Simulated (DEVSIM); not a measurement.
System: abrupt GaAs p-n junction, at 250 K.

Layer 1 from the left is GaAs, thickness (μm) 6.20, Na (cm⁻³) 3.6e17, τn (s) 1.1e-9, τp (s) 1.1e-9. Layer 2 from the left is GaAs, thickness (μm) 73.0, Nd (cm⁻³) 1.4e16, τn (s) 1.1e-9, τp (s) 1.1e-9.

Left contact: ohmic. Right contact: ohmic. Voltage is applied to the left contact. Recombination: SRH at mid-gap, radiative, Auger. Mobility is constant in doping.

This is a model device: material constants are rounded textbook-type values typed into the input, and sizes, dopings and lifetimes were drawn at random. Values at 300 K; Nc and Nv go as T^1.5, mobilities as T to minus their exponent, the gap by Varshni's rule with the affinity fixed.

GaAs: gap (eV) 1.424, affinity (eV) 4.07, permittivity 12.9, Nc (cm⁻³) 4.7e17, Nv (cm⁻³) 9e18, μn (cm²/Vs) 8500, μp (cm²/Vs) 400, T exponent of μn 2.1, T exponent of μp 2.2, B (cm³/s) 2e-10, Cn (cm⁶/s) 1e-30, Cp (cm⁶/s) 1e-30, Varshni α (eV/K) 0.000541, Varshni β (K) 204.

### Question
Estimate by hand the built-in potential, the peak field at zero bias, the capacitance at -1.5 V, and compare with a numerical solution.

### Answer

- Built-in potential: ni = √(Nc Nv) exp(−Eg/2kT) = 4150 cm⁻³ with Eg = 1.446 eV; Vbi = kT/q ln(Na Nd/ni²) = 1.313 V; numerical 1.313 V.
- Peak field at zero bias: depletion approximation: W = √(2εVbi/(qN)) = 0.373 μm with N = 1.35e16 cm⁻³; field = 2Vbi/W = 70500 V/cm; numerical 69900 V/cm (estimate above by 0.74 %).
- Capacitance at -1.5 V: C = √(qεN / 2(Vbi + |V|)) = 20.9 nF/cm²; numerical 21.1 nF/cm² (estimate below by 0.77 %).

DEVSIM, 1D drift-diffusion, Boltzmann statistics, complete ionisation; no tunnelling, impact ionisation, image-force lowering or self-heating.
